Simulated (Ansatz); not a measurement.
Base system: YN in the rock salt structure (space group Fm-3m, No. 225; a = 4.906 Å).

Levels (all Ansatz, a program for electronic structure, PAW): PBE (420 eV, spin-orbit coupling left out); PBEsol (420 eV, no spin-orbit coupling).

Levels that relaxed their own cell: PBE and PBEsol.

| level | lattice parameter a |
|---|---|
| PBE | 4.906 Å |
| PBEsol | 4.856 Å |

Measured: lattice parameter a 4.877 Å (temperature not stated; as listed in G. Soto, M.G. Moreno-Armenta, A. Reyes-Serrato, Computational Materials Science (2007)).

Computed minus measured — lattice parameter a: PBE +0.6 %, PBEsol -0.4 %. Measured values not marked as corrected hold thermal and zero-point effects that the static-lattice runs lack.

Whether these cells are dynamically stable was not tested.
